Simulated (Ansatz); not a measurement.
**What biaxial strain +4.91 %, plane normal [001], relaxed out of plane does to TiSi2**

Base system: TiSi2 (space group Fddd, No. 70; a = 4.806 Å, b = 8.265 Å, c = 8.565 Å). Axes: x, y, z lie along a, b, c of the conventional cell.

The change: biaxial strain +4.91 %, plane normal [001], relaxed out of plane (Cartesian); in-plane vectors clamped, the third vector and the atoms free.

Calculations: Ansatz (a program for electronic structure), PBE, PAW, cutoff 420 eV, spin-orbit coupling left out. Settings: 13×13×13 k-points, 0.05 eV Fermi–Dirac smearing.

The volume per atom grows by 1.216 Å³ (14.18 Å³ → 15.39 Å³) and the space group is still Fddd (No. 70). The shortest interatomic distance grows by 2.2 pm, from 253.5 pm to 255.7 pm and the energy increases by 58 meV/atom. The band gap stays zero and the out-of-plane strain comes out as -1.35 % (rough). The mean in-plane stress (compression positive) comes out as -11.8 GPa (rough).

Final structure (turned so that z lies along the plane normal):

```xyz
6
Lattice="5.0150 0.0000 0.0000 -2.4802 4.3587 0.0000 1.2674 2.1794 4.2250" Properties=species:S:1:pos:R:3 pbc="T T T"
Si     2.5050     1.4596     0.0000
Si     0.0297     2.8991     0.0000
Si    -1.2104     5.0785     2.1125
Si     1.2649     3.6390     2.1125
Ti     0.0000     0.0000     0.0000
Ti     3.7749     2.1794     2.1125
```

Without a gap, meshes like the base's 13×13×13 leave anisotropic stresses uncertain by several tenths of a GPa, and small strain energies with them. Stability against distortions was not tested. All final runs are without spin polarisation.
